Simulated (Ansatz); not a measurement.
Start from Ge in the diamond structure (space group Fd-3m, No. 227; a = 5.673 Å).

Computed with r2SCAN (Ansatz, a quantum-chemistry and plane-wave program, PAW, no spin-orbit coupling), earlier PAW set.

Before the change:

| Property | Value |
|---|---|
| Band gap | 0.37 eV |
| Shortest interatomic distance | 2.456 Å |

One thing is altered: a negative pressure, −1 GPa.

Task: What does the calculation give for the band gap after the change?

Result: The band gap falls by 0.141 eV to 0.22 eV.

Task: Estimate the effect on the shortest interatomic distance.

Result: The shortest interatomic distance increases by 0.012 Å (2.456 Å → 2.468 Å).

Load acts through the strain it causes; cell and atoms are relaxed under it. Whether these cells are dynamically stable was not tested. A zero or small gap of Ge under pressure −1 GPa can be the functional's error rather than a property of the material.
